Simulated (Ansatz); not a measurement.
The parent structure is C in the diamond structure (space group Fd-3m, No. 227).

```
CELL_PARAMETERS angstrom
      0.00000     1.77690     1.77690
      1.77690     0.00000     1.77690
      1.77690     1.77690     0.00000
ATOMIC_POSITIONS crystal
  C  0.00000 0.00000 0.00000
  C  0.25000 0.25000 0.25000
```

The values are results of DFT with PBEsol, PAW potentials and a 420 eV plane-wave cutoff in Ansatz (a first-principles code), no spin-orbit coupling, not measurements.

For the base:

The width of the top valence band is 8.51 eV. The shortest interatomic distance is 1.539 Å.

Now apply this change: hydrostatic tension (pressure −2 GPa).

Predict the new width of the top valence band and shortest interatomic distance.

The width of the top valence band shrinks by 0.04 eV, from 8.51 eV to 8.47 eV; the shortest interatomic distance increases by 0.002 Å (1.539 Å → 1.541 Å).

The levels and masses belong to the bands next to the band gap. Load acts through the strain it causes; cell and atoms are relaxed under it. Whether these cells are dynamically stable was not tested.
